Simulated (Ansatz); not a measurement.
# Functionals side by side, with their cost (level): Ba2ScCuO4 (P4/mmm, 8 atoms in the cell)

Cell: a = 4.2321 Å, b = 4.2321 Å, c = 8.1855 Å, α = 90.00°, β = 90.00°, γ = 90.00°.

Program: Ansatz (a quantum-chemistry and plane-wave program), default PAW files; each row names its functional.

Base settings: basis.ecutwfc = 420 eV; kpoints.mp_grid.grid = 4 4 2; hamiltonian.xc = hse06; hamiltonian.pseudopotentials = {kind: paw}, with the files named one by one; scf.occupations.method = fixed.

Differences are taken from HSE06, a reference of convenience: it is no measurement, and no ranking of the functionals follows. Where a row names another cutoff or potentials, its difference holds that change too.

Core times come from one kind of shared machine and are given to one figure; runs under 30 s give none.

The starting cell comes from a database of computed structures (which also holds hypothetical and non-ambient phases and stackings), without a prior relaxation at this level. Its lattice was rescaled by a random factor within 2.5 % of one. In the base run, with a pressure of about -7 GPa the cell is away from its equilibrium volume at this level. Ansatz's pressure includes its estimate of the finite-basis (Pulay) stress.

```tsv
level	gap on the mesh less reference (eV)	pressure less reference (GPa)	largest difference in the force on any atom (eV/Å)	core time / reference (rough)
PBEsol (hamiltonian.pseudopotentials: {kind: paw}, with the files named one by one → {kind: paw} (the program's default PAW files))	-1.418	-1.54	0.049	–
PBE0	0.730	-0.07	0.008	1
HSE06	0.000	0.00	0.000	1
```

PBEsol (hamiltonian.pseudopotentials: {kind: paw}, with the files named one by one → {kind: paw} (the program's default PAW files)) ran in under 30 s, against roughly 100 s for HSE06.

Keys are those of Ansatz 0.2.
